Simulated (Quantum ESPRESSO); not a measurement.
Troubleshooting Quantum ESPRESSO: a failed run on Ta3Bi2S6 (P6_3/mcm, 22 atoms in the cell). The aim is a self-consistent single point with DFT, PBEsol, plane waves, PseudoDojo standard norm-conserving (PBESOL) pseudopotentials.

Input:

```fortran
&CONTROL
  calculation = 'scf'
  prefix = 'pwscf'
  outdir = './work'
  pseudo_dir = './'
  tprnfor = .true.
  tstress = .true.
/
&SYSTEM
  ibrav = 0
  nat = 22
  ntyp = 3
  ecutwfc = 70
  occupations = 'smearing'
  smearing = 'marzari-vanderbilt'
  degauss = 0.0036749
/
&ELECTRONS
  conv_thr = 1.0d-10
/
ATOMIC_SPECIES
Ta   180.9479  Ta.upf
Bi   208.9804  Bi.upf
S     32.0600  s.UPF
CELL_PARAMETERS {bohr}
  10.86628468     0.00000000     0.00000000
  -5.43314234     9.41047858     0.00000000
   0.00000000     0.00000000    32.95393233
ATOMIC_POSITIONS {crystal}
Ta    0.67364000    0.00000000    0.25000000
Ta    0.32636000    0.00000000    0.75000000
Ta    0.67364000    0.67364000    0.75000000
Ta    0.32636000    0.32636000    0.25000000
Ta    0.00000000    0.67364000    0.25000000
Ta    0.00000000    0.32636000    0.75000000
Bi    0.33333333    0.66666667    0.50000000
Bi    0.66666667    0.33333333    0.50000000
Bi    0.66666667    0.33333333    0.00000000
Bi    0.33333333    0.66666667    0.00000000
S     0.00000000    0.00000000    0.34136000
S     0.00000000    0.00000000    0.65864000
S     0.00000000    0.00000000    0.84136000
S     0.00000000    0.00000000    0.15864000
S     0.33333333    0.66666667    0.33805000
S     0.66666667    0.33333333    0.66195000
S     0.66666667    0.33333333    0.83805000
S     0.33333333    0.66666667    0.16195000
S     0.33333333    0.66666667    0.66195000
S     0.66666667    0.33333333    0.33805000
S     0.66666667    0.33333333    0.16195000
S     0.33333333    0.66666667    0.83805000
K_POINTS {automatic}
4 4 1  0 0 0
```

Log, with long lists cut:

```
 %%%%%%%%%%%%%%%%%%%%%%%%%%%%%%%%%%%%%%%%%%%%%%%%%%%%%%%%%%%%%%%%%%%%%%%%%%%%%%
     Error in routine readpp (1):
     file ./s.UPF not found
 %%%%%%%%%%%%%%%%%%%%%%%%%%%%%%%%%%%%%%%%%%%%%%%%%%%%%%%%%%%%%%%%%%%%%%%%%%%%%%

     stopping ...
```

### Question
From the messages shown, name the fault and mend the input.

### Answer
The fault is a potential or basis that cannot be found. The input names a file or set that is not where the program looks, or that does not exist under that name. To fix it, correct the name or place the file. The program stopped before any SCF iteration.

The sound input it was made from differs as follows (other fixes are possible):
```diff
-S     32.0600  s.UPF
+S     32.0600  S.upf
```

With that input, the run converged in 15 iterations: free energy E − TS -23135.1308 eV; Fermi level (on the code's own zero) 9.55 eV; pressure -2.68 GPa; largest force (vector length) 0.161 eV/Å (DFT, PBEsol, plane waves, PseudoDojo standard norm-conserving (PBESOL) pseudopotentials).

On the sound input: the starting cell comes from a database of computed structures (which also holds hypothetical and non-ambient phases and stackings), without a prior relaxation at this level. Spin polarisation is off. Without a gap this mesh is coarse (it stands for a supercell whose shortest vector is 17 Å).
